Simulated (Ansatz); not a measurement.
## A constructed model of the (111) surface of fcc Au, a layer of Mo in place of the third plane (bottom of the slab: a bare face, its two planes held)

These are PBE (plane waves to 420 eV, PAW; Ansatz, a program for electronic structure) values and carry that method's errors.

Slab: 6 atoms, 12.2 Å thick at the start; k 15x15x1, smearing 0.1 eV, dipole-corrected; 2 atoms held, the rest relaxed; symmetry of the start imposed; no spin, no spin-orbit, no U. In PBE it is, or lies within 0.01 eV a 1x1 cell of, the lowest of the 2 structures of its composition computed so far; larger cells were not tried.

- work function of the top face = 4.89 eV
- energy released by relaxation = 0.29 eV
- cost = very roughly 110 core-seconds
